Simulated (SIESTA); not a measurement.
# A short convergence ladder for Tc (P-3m1, 2 atoms in the cell)

```
CELL_PARAMETERS angstrom
      1.36315    -2.36104     0.00000
      1.36315     2.36104     0.00000
      0.00000     0.00000     4.36805
ATOMIC_POSITIONS crystal
  Tc 0.33333 0.66667 0.26145
  Tc 0.66667 0.33333 0.75000
```

Base method: GGA PBEsol, numerical atomic orbitals TZP, PseudoDojo PBEsol standard norm-conserving potentials (rewritten from UPF to PSML) (SIESTA).

Base settings: XC.functional = GGA; XC.authors = PBEsol; potentials = PseudoDojo PBEsol standard; PAO.BasisSize = TZP; PAO.EnergyShift = 0.01 Ry; MeshCutoff = 400 Ry; kgrid.MonkhorstPack = 5 5 3; OccupationFunction = MP; OccupationMPOrder = 0; ElectronicTemperature = 1160.45 K.

**The setting basis size**

Level: DFT, GGA PBEsol, numerical atomic orbitals TZDP, PseudoDojo PBEsol standard norm-conserving potentials (rewritten from UPF to PSML).

Moved along: PAO.BasisSize.

The second cell is the first with its lattice scaled by 0.98.

The mesh stays at the base's, so the ladder's end is converged at best in this setting alone.

The sets are ordered by size and need not be nested.

Only quantities that move along the ladder and can be compared are tabulated.

```csv
basis (functions),energy of the compressed cell less the first (meV/atom),pressure (GPa),largest difference of a force vector from the last step's (eV/Å)
SZ (20),-7.05,-12.60,0.036
SZP (26),116.73,9.84,0.081
DZ (32),-45.75,-20.14,0.027
DZP (38),41.36,-3.24,0.035
TZP (50),39.07,-3.76,0.016
TZDP (56),45.20,-2.50,0.000
```

Coarsest basis (functions) that holds the energy of the compressed cell less the first within 2 meV/atom: not settled: the last two steps still differ by 6.1 meV/atom, over half the tolerance, so the ladder does not show it.

Coarsest basis (functions) that holds the forces within 0.02 eV/Å: not settled: the last two steps still differ by 0.016 eV/Å, over half the tolerance, so the ladder does not show it.

Coarsest basis (functions) that holds the pressure within 1 GPa: not settled: the last two steps still differ by 1.3 GPa, over half the tolerance, so the ladder does not show it.

On the base run: the starting cell has typed, rounded lattice constants, without a prior relaxation at this level. Its lattice was rescaled by up to half a per cent. One atom was moved a little off its site on purpose. Spin polarisation is off. Values carry the incompleteness of an atom-centred basis. In the base run, with a pressure of about -4 GPa the cell is away from its equilibrium volume at this level. Without a gap this mesh is coarse (it stands for a supercell whose shortest vector is 13 Å).
